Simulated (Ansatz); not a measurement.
Reference: MgSe (Fm-3m), r2SCAN, rigid bands (plane waves, PAW, scalar-relativistic; Ansatz, a program for electronic structure); geometry: cell and atoms relaxed with PBEsol.

```cif
data_Mg4Se4
_chemical_formula_sum 'Mg4 Se4'
_space_group_name_H-M_alt 'Fm-3m'
_space_group_IT_number 225
_space_group_name_Hall '-F 4 2 3'
_cell_length_a 5.44977
_cell_length_b 5.44977
_cell_length_c 5.44977
_cell_angle_alpha 90.000
_cell_angle_beta 90.000
_cell_angle_gamma 90.000
loop_
_atom_site_label
_atom_site_type_symbol
_atom_site_symmetry_multiplicity
_atom_site_Wyckoff_symbol
_atom_site_fract_x
_atom_site_fract_y
_atom_site_fract_z
_atom_site_occupancy
Mg1 Mg 4 a 0.00000 0.00000 0.00000 1
Se1 Se 4 b 0.50000 0.50000 0.50000 1
```
(The calculation used a cell of 2 atoms; values per cell refer to that cell.)

- band gap: 2.50 eV
- electron conductivity mass: 0.31 mₑ
- Seebeck coefficient, n-type 1e19 cm⁻³: -246 μV/K

### Question
Swap Se for S, keeping the structure type. How do these values move?

### Answer
MgS (Fm-3m): volume per atom 20.2 to 17.4 Å³; band gap rises (2.50 eV to 3.49 eV); electron conductivity mass rises (0.31 mₑ to 0.37 mₑ); Seebeck coefficient, n-type 1e19 cm⁻³ rises in size (-246 μV/K to -265 μV/K).

### Question
Replace Mg by Ca on the same sites and relax. What happens?

### Answer
CaSe (Fm-3m): volume per atom 20.2 to 25.3 Å³; band gap stays about the same (2.50 eV to 2.44 eV); electron conductivity mass rises (0.31 mₑ to 0.39 mₑ); Seebeck coefficient, n-type 1e19 cm⁻³ rises in size (-246 μV/K to -298 μV/K).

Moves up to 5 % count as about the same. Masses are for dilute carriers at 300 K, harmonic means over directions unless an axis is named. Seebeck coefficients are for the stated density at 300 K, with one relaxation time for all states and whether or not that doping can be reached. Spin-orbit coupling is left out.

Formula and space group known from diffraction (Crystallography Open Database), not checked to be the room-temperature form: CaSe (Fm-3m).
